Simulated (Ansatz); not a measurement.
Take GaSb in the zinc blende structure (space group F-43m, No. 216; a = 6.132 Å) as the base.

Levels (all Ansatz, a first-principles code, PAW): r2SCAN (500 eV, no spin-orbit coupling); HSE06 (420 eV, spin-orbit coupling left out).

The geometry is relaxed with r2SCAN.

- r2SCAN lowest conduction level above the VBM at special points = Γ 0.41 eV; L 0.68 eV; X 1.14 eV

With HSE06 at the same geometry, the lowest conduction level above the VBM at special points goes from Γ 0.41 eV; L 0.68 eV; X 1.14 eV to Γ 0.77 eV; L 1.01 eV; X 1.45 eV.

Single points use the geometry relaxed with r2SCAN. The levels and masses belong to the bands next to the band gap. No phonon test of stability was made.
